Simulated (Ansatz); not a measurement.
**What x(Os) = 0.75, 12 atoms, C2/m does to IrO2**

The reference is IrO₂ in the rutile structure (space group P4_2/mnm, No. 136; a = 4.472 Å, c = 3.154 Å).

The other end (x = 1) is OsO2 in the rutile structure (space group P4_2/mnm, No. 136; a model cell): 10.52 Å³/atom, gap zero.

It is then changed as follows: Os replaces 75.0 % of the Ir, ordered in a cell of 12 atoms (starting symmetry C2/m) and fully relaxed.

Method: PBEsol/PAW in Ansatz (a first-principles code), spin-orbit coupling left out, earlier PAW set. Γ-centred 9×9×11 mesh, Fermi–Dirac width 0.05 eV, for the changed cell.

The volume per atom stays essentially unchanged (10.51 Å³ against 10.53 Å³) and the shortest interatomic distance falls by 0.018 Å to 1.935 Å. The band gap is still zero and the mixing energy amounts to -0.02 eV/atom (to 0.01 eV only: unlike meshes or grids). The deviation of the volume from the linear (Vegard-type) interpolation is 0.0 %.

Final structure:

```yaml
crystal:
  lattice:
    - [4.46596, -3.17505, 0.00000]
    - [4.46596, 3.17505, 0.00000]
    - [-0.01035, 0.00000, 4.45388]
  atoms:
    - { symbol: Os, position: [0.50000, 0.00000, 0.00000] }
    - { symbol: Os, position: [0.00000, 0.50000, 0.00000] }
    - { symbol: Ir, position: [0.50000, 0.50000, 0.50000] }
    - { symbol: Os, position: [0.00000, 0.00000, 0.50000] }
    - { symbol: O, position: [0.65609, 0.15168, 0.30637] }
    - { symbol: O, position: [0.15168, 0.65609, 0.30637] }
    - { symbol: O, position: [0.34389, 0.34389, 0.81345] }
    - { symbol: O, position: [0.84536, 0.84536, 0.80659] }
    - { symbol: O, position: [0.65611, 0.65611, 0.18655] }
    - { symbol: O, position: [0.15464, 0.15464, 0.19341] }
    - { symbol: O, position: [0.84832, 0.34391, 0.69363] }
    - { symbol: O, position: [0.34391, 0.84832, 0.69363] }
```

Cost of the whole job for the changed cell (relaxation, final SCF and bands): roughly 16 core-minutes.

These are small ordered cells, not random alloys; other orderings at the same x differ. No phonon test of stability was made. No Hubbard U is applied, and correlation can decide whether such a compound is a metal. The final runs are not spin-polarised. An odd electron count without spin: IrOs3O8.
